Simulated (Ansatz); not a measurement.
The reference is BeTe in the zinc blende structure (space group F-43m, No. 216; a = 5.657 Å). Axes: x, y, z lie along the cube axes.

All numbers come from plane-wave PAW DFT at the r2SCAN level (Ansatz, a program for electronic structure, 500 eV), scalar-relativistic without spin-orbit coupling.

The change: uniaxial strain ε_zz = +2.50 %, all other strain components held at zero; the atoms relax in the strained cell.

**Question.** Predict the stress tensor and what it implies for the stiffness.

**Answer.** Stress of the strained cell less that of the base (GPa, compression positive):
```
  -0.87    0.00    0.00
   0.00   -0.87    0.00
   0.00    0.00   -2.46
```

Then −Δσ_ii/ε with ε = 0.0250 gives secant stiffness values (nonlinear terms included at this strain): C33 ≈ 98 GPa, C13 ≈ 35 GPa and C23 ≈ 35 GPa.

As a check, the harmonic strain energy −½ V₀ Δσ:ε is 4.3 meV/atom; the computed energy rise is 4.4 meV/atom.

Stability against distortions was not tested.
